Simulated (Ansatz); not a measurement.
Base system: Y in the hcp (Mg type) structure (space group P6_3/mmc, No. 194; a = 3.594 Å, c = 5.610 Å; relaxed with 0.1 eV smearing). Axes: x lies along a and z along c of the hexagonal cell.

The values are results of PBEsol (Ansatz, an electronic-structure program; PAW; 420 eV plane waves; without spin-orbit coupling), not measurements.

Before the change:

The volume per atom comes out as 31.38 Å³.

Now apply this change: biaxial strain −2.50 %, plane normal [001], relaxed out of plane (Cartesian); in-plane vectors clamped, the third vector and the atoms free.

### Question
Predict the new in-plane stress and volume per atom.

### Answer
The mean in-plane stress (compression positive) is +2.3 GPa; the volume per atom shrinks by 1.10 Å³ (31.38 Å³ → 30.28 Å³).

Stability against distortions was not tested. The final runs are not spin-polarised.
